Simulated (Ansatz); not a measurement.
System: PtAg3 (Pm-3m, No. 221, 4 atoms in the cell; start mp-12065). Method: LDA in Ansatz (plane waves, PAW).

Input:

Ansatz 0.2 input:
```yaml
crystal:
  lattice:
    - [3.9918885902, 0.0, 0.0]
    - [0.0, 3.9918885902, 0.0]
    - [0.0, 0.0, 3.9918885902]
  atoms:
    - { symbol: Ag, position: [0.0, 0.5, 0.5] }
    - { symbol: Ag, position: [0.5, 0.0, 0.5] }
    - { symbol: Ag, position: [0.5, 0.5, 0.0] }
    - { symbol: Pt, position: [0.0, 0.0, 0.0] }
basis:
  ecutwfc: 520
  ecutrho_ratio: 4
  xc_grid: 2
kpoints:
  mp_grid: { grid: [14, 14, 14] }
hamiltonian:
  xc: lda
  dispersion: none
  pseudopotentials: { kind: paw }
scf:
  occupations: { method: fermi_dirac, width: 0.05 }
output:
  forces: true
  stress: true
  eigenvalues: true
relax:
  f_tol: 0.004
  escape_saddle: false
  max_steps: 80
```

Excerpt of the program's output:

```
WARN output.stress: scf.convergence.dr2_threshold = 1e-7 eV (the SCF's general default) is looser than the 4e-10 eV advised for a printed stress (1e-10 eV for …
Relaxation: its limit of steps is 80 (relax.max_steps)
Crystal: 4 atoms, lattice volume = 63.611 Å³
Basis set: ecut = 520 eV, 1743 PW (Γ), exchange–correlation on 60×60×60 points (8 copies of the dense FFT grid, shifted against one another)
Bands: 45, of which v1, the nominal top of the filled ones, is band 38 counted from 1 (37 counted from 0)
Symmetry: 48 space group operations
Space group: Pm-3m (ITA 221), of the structure as read, at distance tolerance 4.0e-5 Å
k-points: 120 of 2744
Functional: x = slater, c = lda
SCF iter   1: F=—  HF=-34619.420238 eV  |F-HF|=—  |Δ(HF+E_count)|=         —  Δρ=1.23e-2  dr2=8.01e-2
SCF iter   2: F=—  HF=-34619.401081 eV  |F-HF|=—  |Δ(HF+E_count)|=   1.92e-2  Δρ=3.92e-3  dr2=5.17e-3
  ...
SCF iter   6: F=—  HF=-34619.399523 eV  |F-HF|=—  |Δ(HF+E_count)|=   1.33e-6  Δρ=2.20e-5  dr2=5.11e-7
SCF iter   7: F=-34619.399523 eV  HF=-34619.399523 eV  |F-HF|=8.51e-9  |Δ(HF+E_count)|=   1.79e-7  Δρ=4.37e-6  dr2=1.50e-8
SCF 1 converged in 7 iterations: F = -34619.399523 eV  dr2 = 1.50e-8
SCF converged after 7 iterations
Free energy (F): -34619.399523 eV
Internal energy: -34619.388817 eV  (E = F + TS)
E sigma→0 (E₀):  -34619.394170 eV
Fermi energy:    18.824558 eV
--- Stress (GPa, compression-positive) ---
       -3.250620       0.000000       0.000000
        0.000000      -3.250620       0.000000
        0.000000       0.000000      -3.250620
  P = ⅓ Tr σ = -3.2506 GPa (-32.506 kbar)
```

The cell is one volume of an energy–volume scan, off the minimum.

The PAW data were made under PBE.

Note: the relaxation could not lower the start's symmetry, so the cell can be a saddle point above a distorted one.

A start named mp-… is a Materials Project structure, which need not be a measured phase.

Ansatz is a quantum-chemistry and plane-wave program.
